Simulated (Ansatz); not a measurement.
**Ta$_{2}$N in the anti-CdI2 type structure (space group P-3m1, No. 164)**

```cif
data_NTa2
_chemical_formula_sum 'N1 Ta2'
_space_group_name_H-M_alt 'P 1'
_space_group_IT_number 1
_cell_length_a 3.05015
_cell_length_b 3.05015
_cell_length_c 4.79960
_cell_angle_alpha 90.000
_cell_angle_beta 90.000
_cell_angle_gamma 120.000
loop_
_space_group_symop_operation_xyz
  'x, y, z'
loop_
_atom_site_label
_atom_site_type_symbol
_atom_site_fract_x
_atom_site_fract_y
_atom_site_fract_z
_atom_site_occupancy
N1 N 0.00000 0.00000 0.00000 1
Ta1 Ta 0.33333 0.66667 0.25532 1
Ta2 Ta 0.66667 0.33333 0.74468 1
```

Calculations: plane-wave PAW DFT at the PBEsol-D3(BJ) level (Ansatz, an electronic-structure program, 420 eV), no spin-orbit coupling, earlier PAW set. k-mesh 17×17×10 (Γ-centred); smearing 0.05 eV (Fermi–Dirac).

The volume per atom comes out as 12.89 Å³ and the density comes out as 16.14 g/cm³. The band gap is zero. The total energy is -6665.927 eV/atom (σ→0; compares only within this code and set-up).

No phonon test of stability was made. All final runs are without spin polarisation. An odd electron count without spin: Ta2N.
